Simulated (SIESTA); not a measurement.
Worked example: self-consistent single point of LaC2 (P1, 3 atoms in the cell) in SIESTA.

Computed with SIESTA with GGA PBEsol, numerical atomic orbitals DZP, PseudoDojo PBEsol standard norm-conserving potentials (rewritten from UPF to PSML).

The change in words: atoms moved at random. Reference geometry:
```xyz
3
Lattice="-1.9772 1.9772 3.2882 1.9772 -1.9772 3.2882 1.9772 1.9772 -3.2882" Properties=species:S:1:pos:R:3 pbc="T T T"
La     0.0000     0.0000     0.0000
C      0.0000     0.0000     2.6428
C      0.0000     0.0000     3.9337
```

Reference input (self-consistent single point, DFT, GGA PBEsol, numerical atomic orbitals DZP, PseudoDojo PBEsol standard norm-conserving potentials (rewritten from UPF to PSML)): XC.functional = GGA; XC.authors = PBEsol; potentials = PseudoDojo PBEsol standard; PAO.BasisSize = DZP; PAO.EnergyShift = 0.01 Ry; MeshCutoff = 350 Ry; kgrid.MonkhorstPack = 14 14 14; OccupationFunction = FD; ElectronicTemperature = 100 meV; MaxSCFIterations = 150; SCF.Mixer.Method = Pulay; SCF.Mixer.Weight = 0.25. This run's input differs from it in these lines:

```diff
@@ -18,5 +18,5 @@
 %block AtomicCoordinatesAndAtomicSpecies
-     0.000000000    0.000000000    0.000000000  1
-    -0.000000000    0.000000000    2.642828271  2
-     0.000000000   -0.000000000    3.933661729  2
+    -0.035719644    0.028415959    0.016026906  1
+     0.042392609   -0.000654445    2.613855545  2
+    -0.006674943   -0.027763491    3.946610837  2
 %endblock AtomicCoordinatesAndAtomicSpecies
```

Output, abridged:

```
        iscf     Eharris(eV)        E_KS(eV)     FreeEng(eV)     dDmax    Ef(eV) dHmax(eV)
   scf:    1    -1274.038973    -1278.970482    -1278.997394  1.805330 -5.545724  5.872528
   scf:    2    -1282.055462    -1280.780226    -1280.807955  0.099336 -5.248982  2.100076
   scf:    3    -1281.148753    -1281.055354    -1281.083151  0.065771 -5.158254  0.220411
   scf:    4    -1281.060268    -1281.059561    -1281.087606  0.017485 -5.193742  0.196163
   scf:    5    -1281.056864    -1281.060153    -1281.088251  0.012086 -5.187338  0.128993
   [... 2 lines left out ...]
   scf:    8    -1281.061539    -1281.061539    -1281.089626  0.000156 -5.192296  0.001094
   scf:    9    -1281.061539    -1281.061539    -1281.089626  0.000022 -5.192309  0.000332
   scf:   10    -1281.061540    -1281.061539    -1281.089626  0.000017 -5.192316  0.000106
   scf:   11    -1281.061539    -1281.061539    -1281.089626  0.000004 -5.192311  0.000003
SCF Convergence by DM+H criterion
max |DM_out - DM_in|         :     0.0000044260
max |H_out - H_in|      (eV) :     0.0000034726
SCF cycle converged after 11 iterations

Using DM_out to compute the final energy and forces

siesta: E_KS(eV) =            -1281.0615

siesta: E_KS - E_eggbox =     -1281.0615

siesta: Atomic forces (eV/Ang):
     1    0.333323   -0.266017   -0.231035
     2   -0.315745    0.049419    0.875431
     3   -0.017542    0.215759   -0.645139
   Tot    0.000036   -0.000838   -0.000743
   Max    0.875431
   Res    0.417243    sqrt( Sum f_i^2 / 3N )
   Max    0.875431    constrained

Stress tensor Voigt[x,y,z,yz,xz,xy] (kbar):       27.90       27.43        4.67        1.21        0.84        2.15
(Free)E + p*V (eV/cell)    -1281.7315
Target enthalpy (eV/cell)    -1281.0896

   [... lines left out ...]
siesta: FreeEng =     -1281.089626
   [... lines left out ...]
siesta:     0.017413    0.001344    0.000522
siesta:     0.001344    0.017120    0.000753
siesta:     0.000522    0.000753    0.002916

siesta: Cell volume =         51.417905 Ang**3

siesta: Pressure (static):
siesta:                Solid            Molecule  Units
siesta:          -0.00013596         -0.00011487  Ry/Bohr**3
siesta:          -0.01248291         -0.01054654  eV/Ang**3
siesta:         -19.99983382        -16.89742567  kBar
```

The run converged in 11 iterations. Against the reference run the free energy falls by 1.0 meV/atom, the pressure goes from 0.94 to -2.00 GPa and the largest force goes from 2.026 to 0.932 eV/Å.

The starting cell comes from a database of computed structures (which also holds hypothetical and non-ambient phases and stackings), without a prior relaxation at this level. Its lattice was rescaled by a random factor within 2.5 % of one. For this run, on top of that: atoms moved at random. Values carry the incompleteness of an atom-centred basis.

Cost on one core of a shared machine: roughly 2 min.
